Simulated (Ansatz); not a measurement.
The parent structure is W in the bcc (W type) structure (space group Im-3m, No. 229).

```xyz
1
Lattice="-1.5677 1.5677 1.5677 1.5677 -1.5677 1.5677 1.5677 1.5677 -1.5677" Properties=species:S:1:pos:R:3 pbc="T T T"
W      0.0000     0.0000     0.0000
```

All numbers come from Kohn–Sham DFT with the LDA functional, run in Ansatz (a first-principles code) with PAW and 420 eV plane waves, no SOC.

One change was made to it. Results:

The shortest interatomic distance shrinks by 0.1288 bohr, from 5.131 bohr to 5.003 bohr; the density grows by 1.57 g/cm³ to 21.38 g/cm³.

Problem. Which of these changes matches the shifts?
A) pressure −1 GPa
B) pressure 15 GPa
C) pressure 30 GPa
D) pressure 0.9 GPa
E) pressure 4.5 GPa

Solution. C, pressure 30 GPa. For comparison, the shortest interatomic distance in the other runs: pressure −1 GPa gives 5.137 bohr; pressure 0.9 GPa gives 5.127 bohr; pressure 4.5 GPa gives 5.109 bohr; pressure 15 GPa gives 5.062 bohr.

Load acts through the strain it causes; cell and atoms are relaxed under it. Stability against distortions was not tested. No other phases were tried under pressure. The final runs are not spin-polarised.
